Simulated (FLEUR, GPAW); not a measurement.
A FLEUR input for a self-consistent single point of Y₂Ge₃ (P-6m2, 5 atoms in the cell) (DFT, LDA (Perdew-Zunger), all-electron FLAPW (FLEUR), scalar-relativistic valence):

Input of the input generator:

```
Y2Ge3 crystal
&input film=f /
1.0000000000 -0.0000000011 0.0000000000
-0.4999999991 0.8660254043 0.0000000000
0.0000000000 0.0000000000 1.6180770022
8.3004897605
1.0 1.0 1.0

5
39 0.0000000667 -0.0000000667 0.7299300000
39 0.0000000667 -0.0000000667 0.2700700000
32 0.3333334000 0.6666666000 -0.0000000000
32 0.6666667333 0.3333332667 0.5000000000
32 0.6666667333 0.3333332667 0.0000000000

&comp jspins=1 /
&exco xctyp='pz' /
&kpt div1=7 div2=7 div3=4 gamma=t /
&end /
```

```xml
<?xml version="1.0" encoding="UTF-8" standalone="no"?>
<fleurInput fleurInputVersion="0.39">
   <comment>
      Y2Ge3 crystal                                                                                       
   </comment>
   <calculationSetup>
      <cutoffs Kmax="3.8" Gmax="15.2" GmaxXC="15.2" numbands="0"/>
      <scfLoop itmax="60" minDistance="0.00001" maxIterBroyd="25" imix="Anderson" alpha="0.05" precondParam="0.0" spinf="2.0"/>
      <coreElectrons ctail="T" frcor="F" kcrel="0" coretail_lmax="0"/>
      <xcFunctional name="pz" relativisticCorrections="F"/>
      <magnetism jspins="1"/>
      <soc l_soc="F" theta="0.0" phi="0.0" spav="F"/>
      <expertModes spex="0" secvar="F"/>
      <geometryOptimization l_f="T" forcealpha="1.0" forcemix="BFGS" epsdisp="0.00001" epsforce="0.00001"/>
      <ldaU l_linMix="F" mixParam="0.05" spinf="1.0"/>
   </calculationSetup>
   <cell>
      <bzIntegration valenceElectrons="64.0" mode="hist" fermiSmearingEnergy="0.00367493">
         <kPointListSelection listName="default-1"/>
         <!-- k-points included here -->
         <xi:include xmlns:xi="http://www.w3.org/2001/XInclude" href="kpts.xml"> </xi:include>
      </bzIntegration>
      <!-- symmetry operations included here -->
      <xi:include xmlns:xi="http://www.w3.org/2001/XInclude" href="sym.xml"> </xi:include>
      <bulkLattice scale="1.0">
         <bravaisMatrix>
            <row-1>    8.3004897604999996    -0.0000000091305387     0.0000000000000000</row-1>
            <row-2>   -4.1502448727795587     7.1884350007250220     0.0000000000000000</row-2>
            <row-3>    0.0000000000000000     0.0000000000000000    13.4308315884616345</row-3>
         </bravaisMatrix>
      </bulkLattice>
   </cell>
   <atomSpecies>
      <species name="Yttrium (Y)" element="Y" atomicNumber="39">
         <mtSphere radius="2.68" gridPoints="925" logIncrement="0.014"/>
         <atomicCutoffs lmax="10" lnonsphr="8"/>
         <electronConfig flipSpins="F">
            <coreConfig>(1s1/2) (2s1/2) (2p1/2) (2p3/2) (3s1/2) (3p1/2) (3p3/2) (3d3/2) (3d5/2)</coreConfig>
            <valenceConfig>(4s1/2) (4p1/2) (4p3/2) (5s1/2) (4d3/2) (4d5/2)</valenceConfig>
            <stateOccupation state="(4d3/2)" spinUp="0.2" spinDown="0.2"/>
            <stateOccupation state="(4d5/2)" spinUp="0.3" spinDown="0.3"/>
         </electronConfig>
         <energyParameters s="5" p="5" d="4" f="4"/>
         <lo type="SCLO" l="0" n="4" eDeriv="0"/>
         <lo type="SCLO" l="1" n="4" eDeriv="0"/>
      </species>
      <species name="Germanium (Ge)" element="Ge" atomicNumber="32">
         <mtSphere radius="2.24" gridPoints="773" logIncrement="0.016"/>
         <atomicCutoffs lmax="8" lnonsphr="6"/>
         <electronConfig flipSpins="F">
            <coreConfig>(1s1/2) (2s1/2) (2p1/2) (2p3/2) (3s1/2) (3p1/2) (3p3/2)</coreConfig>
            <valenceConfig>(4s1/2) (3d3/2) (3d5/2) (4p1/2) (4p3/2)</valenceConfig>
            <stateOccupation state="(4p1/2)" spinUp="0.3333333333333" spinDown="0.3333333333333"/>
            <stateOccupation state="(4p3/2)" spinUp="0.6666666666667" spinDown="0.6666666666667"/>
         </electronConfig>
         <energyParameters s="4" p="4" d="3" f="4"/>
         <lo type="HELO" l="2" n="4" eDeriv="0"/>
      </species>
   </atomSpecies>
   <atomGroups>
      <atomGroup species="Yttrium (Y)">
         <relPos label="                   1">.0000000000 .0000000000 -.2700700000</relPos>
         <relPos label="                   2">.0000000000 .0000000000 .2700700000</relPos>
         <force calculate="T" relaxXYZ="TTT"/>
      </atomGroup>
      <atomGroup species="Germanium (Ge)">
         <relPos label="                   3">1.000/3.000 -1.000/3.000 .0000000000</relPos>
         <force calculate="T" relaxXYZ="TTT"/>
      </atomGroup>
      <atomGroup species="Germanium (Ge)">
         <relPos label="                   4">-1.000/3.000 1.000/3.000 1.000/2.000</relPos>
         <force calculate="T" relaxXYZ="TTT"/>
      </atomGroup>
      <atomGroup species="Germanium (Ge)">
         <relPos label="                   5">-1.000/3.000 1.000/3.000 .0000000000</relPos>
         <force calculate="T" relaxXYZ="TTT"/>
      </atomGroup>
   </atomGroups>
   <output dos="F" band="F" slice="F">
      <checks vchk="F" cdinf="F"/>
      <bandDOS minEnergy="-.5*Htr" maxEnergy="0.5*Htr" sigma="0.015" storeEVData="T"/>
      <vacuumDOS vacdos="F" integ="F" star="F" nstars="0" locx1="0.0" locy1="0.0" locx2="0.0" locy2="0.0" nstm="0" tworkf="0.0"/>
      <unfoldingBand unfoldBand="F" supercellX="1" supercellY="1" supercellZ="1"/>
      <plotting iplot="0" polar="F">
         <plot TwoD="T" vec1="  1.0  0.0  0.0" vec2="  0.0  1.0  0.0" vec3="  0.0  0.0  1.0" zero="  0.0  0.0  0.0" file="plot"/>
      </plotting>
      <chargeDensitySlicing numkpt="0" minEigenval="0.0" maxEigenval="0.0" nnne="0" pallst="F"/>
      <specialOutput eonly="F"/>
      <magneticCircularDichroism mcd="F" energyLo="-10.0" energyUp="0.0"/>
   </output>
  <!-- We include the file relax.xml here to enable relaxations (see documentation) -->
  <xi:include xmlns:xi="http://www.w3.org/2001/XInclude" href="relax.xml"> <xi:fallback/> </xi:include>
</fleurInput>
```

Q: Translate this input to GPAW.

A: One input that does it (others would too):

```python
from ase import Atoms
from ase.units import GPa
from gpaw import GPAW, PW, FermiDirac

atoms = Atoms(['Y', 'Y', 'Ge', 'Ge', 'Ge'],
              cell=[[4.392430, 0.000000, 0.000000],
                    [-2.196215, 3.803956, 0.000000],
                    [0.000000, 0.000000, 7.107290]],
              scaled_positions=[[0.000000, 0.000000, 0.729930],
                                [0.000000, 0.000000, 0.270070],
                                [0.333333, 0.666667, 0.000000],
                                [0.666667, 0.333333, 0.500000],
                                [0.666667, 0.333333, 0.000000]],
              pbc=True)

calc = GPAW(mode=PW(600),
            xc='LDA',
            kpts={'size': (7, 7, 4), 'gamma': True},
            occupations=FermiDirac(0.1),
            nbands=-9,
            convergence={'forces': 0.001},
            symmetry={'symmorphic': False, 'tolerance': 0.0005},
            maxiter=150,
            txt='-')

atoms.calc = calc

energy = atoms.get_potential_energy()
print('Energy (eV):', round(energy, 6))
forces = atoms.get_forces()
print('Forces (eV/Ang):')
print(forces.round(5))
stress = atoms.get_stress()
print('Stress (GPa, Voigt):', (stress / GPa).round(4))
```

Basis, cutoffs, solver keys and any potentials are the target program's own. This input uses DFT LDA (Perdew-Wang 92), plane waves, GPAW PAW datasets LDA (gpaw-data 1.0.1). LDA parametrisations can differ slightly between programs.

The starting cell comes from a database of computed structures (which also holds hypothetical and non-ambient phases and stackings), without a prior relaxation at this level.
